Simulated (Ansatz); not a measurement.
For CsGeI3 (R3m, No. 160, 5 atoms in the cell; start COD 4123710), LDA in Ansatz (plane waves, PAW) gives:

- lattice parameter a: 8.130 Å
- c axis length: 10.087 Å
- band gap: 0.37 eV

Q: What does r²SCAN+rVV10 (Ansatz, a first-principles code, PAW) give for the same quantities?

A: 
- lattice constant a: 8.323 Å (goes up by 2.4 %)
- lattice parameter c: 10.544 Å (rises by 4.5 %)
- band gap: 0.85 eV (grows by 0.48 eV)

Changes are worked out from the printed values.

Unless a cell is named, each level is at its own relaxed cell (LDA 38.49, r²SCAN+rVV10 42.17 Å³/atom).

Spin–orbit coupling is included only where a level's name says +SOC; with heavier elements it mostly lowers gaps and can invert bands. Density-functional gaps are differences of (generalised) Kohn–Sham levels.

Ansatz's density-functional and Hartree–Fock values are scalar-relativistic unless marked +SOC, with PAW data made under PBE.
